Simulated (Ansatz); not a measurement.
## Hf, pressure series

Consider Hf in the hcp (Mg type) structure (space group P6_3/mmc, No. 194; a = 3.204 Å, c = 5.069 Å).

Cell and atoms are relaxed at each pressure.

The values are results of PBE, PAW, 420 eV (Ansatz, a first-principles code; without spin-orbit coupling), not measurements.

| pressure (GPa) | volume per atom (Å³/atom) |
|---|---|
| -2 | 22.978 |
| -1 | ? |
| 0 | 22.536 |
| 0.3 | 22.473 |
| 0.7 | 22.391 |
| 1.5 | 22.232 |
| 3 | 21.941 |
| 5 | 21.580 |
| 7.5 | 21.162 |

Problem. Fit the third-order Birch–Murnaghan form P(V) = (3B₀/2)[(V₀/V)^(7/3) − (V₀/V)^(5/3)]·[1 + (3/4)(B₀′ − 4)((V₀/V)^(2/3) − 1)] (squares taken in P) to the rows shown and predict the withheld row.

Solution. Least squares on the printed values gives V₀ = 22.537 Å³/atom, B₀ = 107 GPa, B₀′ = 3.5; this predicts 22.752 Å³/atom, and the run gives 22.754 Å³/atom, 0.002 higher.

Load acts through the strain it causes; cell and atoms are relaxed under it. Stability against distortions was not tested. Competing high-pressure phases were not computed. The final runs are not spin-polarised.
